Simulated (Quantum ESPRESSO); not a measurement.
## Variants of one calculation on Ru (P6_3/mmc, 4 atoms in the cell)

```xyz
4
Lattice="2.6845 0.0000 0.0000 -1.3422 2.3248 0.0000 0.0000 0.0000 8.6373" Properties=species:S:1:pos:R:3 pbc="T T T"
Ru     0.0000     0.0000     0.0000
Ru     0.0000     0.0000     4.3186
Ru     0.0000     1.5499     2.1593
Ru     1.3422     0.7749     6.4780
```

Base run A: PBE, SSSP 1.1.2 efficiency (PBE) pseudopotentials (Quantum ESPRESSO), self-consistent single point.

Its settings: ecutwfc = 60 Ry; occupations = smearing; smearing = cold; degauss = 0.0073499 Ry; potentials = {Ru: Ru_ONCV_PBE-1.0.oncvpsp.upf}; K_POINTS = automatic 11 11 3 0 0 0; conv_thr = 1e-10 Ry; mixing_beta = 0.4.

The starting cell was generated: these elements placed on a structure prototype, without a prior relaxation; it need not be a known phase or ordering of this composition. Its lattice was rescaled by a random factor within 2.5 % of one. Spin polarisation is off. In the base run, with a pressure of about 8 GPa the cell is away from its equilibrium volume at this level.

ΔF is the free energy per atom less that of run A. A dash stands where there is no value to compare (another energy zero or no entropy term, no result, no spin, no clean gap, or a mesh too coarse for one). Absolute energies have different zeros for different potentials, functionals, Hubbard and dispersion terms and are not compared across them.

Run A gave: pressure (GPa) 8.29; k-points 32.

Runs:
- B: ecutrho: default → 240 Ry
- C: nbnd: default → 64
- D: input_dft: default → blyp [BLYP]
- E: nosym: default → true
- F: input_dft: default → revpbe; vdw_corr: default → grimme-d3; dftd3_version: default → 4; dftd3_threebody: default → true [revPBE-D3(BJ) with three-body term]
- G: conv_thr: 1e-10 Ry → default
- H: input_dft: default → pw91 [PW91]
- I: diagonalization: default → paro

What does run G change against A?

The free energy hardly moves (within 1 meV/atom) and the pressure goes from 8.29 to 8.55 GPa.

What does run D change against A?

The pressure goes from 8.29 to 22.13 GPa.

| run | ΔF (meV/atom) | pressure (GPa) | k-points |
|---|---|---|---|
| A | 0.00 | 8.29 | 32 |
| B | 0.00 | 8.29 | 32 |
| C | 0.00 | 8.29 | 32 |
| D | – | 22.13 | 32 |
| E | 0.00 | 8.29 | 182 |
| F | – | -1.41 | 32 |
| G | 0.00 | 8.55 | 32 |
| H | – | 8.82 | 32 |
| I | 0.00 | 8.29 | 32 |
